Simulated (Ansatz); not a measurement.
Take GaSb in the zinc blende structure (space group F-43m, No. 216; a = 6.1324 Å) as the base.

The change: cell and atoms relaxed at a pressure of 18 GPa.

Levels (all Ansatz, a quantum-chemistry and plane-wave program, PAW): r2SCAN (500 eV, no spin-orbit coupling); HSE06+SOC (420 eV, spin-orbit coupling included).

The geometry is relaxed with r2SCAN.

* **r2SCAN valence-band top at Γ**: 0.00, 0.00, 0.00 eV
* **r2SCAN lowest conduction level above the VBM at special points**: X 0.82 eV; L 1.21 eV; U 1.40 eV; Γ 2.09 eV

With HSE06+SOC at the same geometry, the valence-band top at Γ (three highest Kramers pairs, from the VBM) becomes 0.00, 0.00, -0.84 eV (r2SCAN: 0.00, 0.00, 0.00 eV); the lowest conduction level above the VBM at special points goes from X 0.82 eV; L 1.21 eV; U 1.40 eV; Γ 2.09 eV to X 0.87 eV; L 1.32 eV; U 1.44 eV; Γ 2.29 eV. The threefold valence maximum splits by Δso ≈ 0.84 eV.

Single points use the geometry relaxed with r2SCAN. Their cutoffs differ, which shifts pressures a little. HSE06 was sampled on its mesh, a few special points and the semilocal edge points, so its gap is an upper bound. The spin-orbit shifts are approximate. Spin-orbit coupling, missing from the scalar runs, can matter with Sb. The levels and masses belong to the bands next to the band gap. Load acts through the strain it causes; cell and atoms are relaxed under it. Stability against distortions was not tested. Tetrahedral semiconductors of this kind turn to denser phases somewhere between about 1 and 50 GPa; those were not computed, so compressed cells here can lie past the real transition.
